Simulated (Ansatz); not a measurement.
Data:

```yaml
crystal:
  lattice:
    - [0.00000, 2.79018, 2.79018]
    - [2.79018, 0.00000, 2.79018]
    - [2.79018, 2.79018, 0.00000]
  atoms:
    - { symbol: P, position: [0.75000, 0.75000, 0.75000] }
    - { symbol: Ga, position: [0.00000, 0.00000, 0.00000] }
```

No spin polarisation.

A single point on GaP with a change (isotropic strain +1.35 %), its geometry relaxed with PBE.

All numbers come from r2SCAN (Ansatz, an electronic-structure program), spin-orbit coupling left out. Γ-centred 10×10×10 mesh, Fermi–Dirac width 0.05 eV.

Problem. Predict the gap character and electron mass.

Solution. The gap character comes out as direct at Γ and the electron mass is 0.10 mₑ (at Γ).

Single points use the geometry relaxed with PBE. Effective masses come from finite differences of ±0.01 Å⁻¹. No phonon test of stability was made. The cell was made from GaP in the zinc blende structure (space group F-43m, No. 216) by this change: isotropic strain +1.35 %.
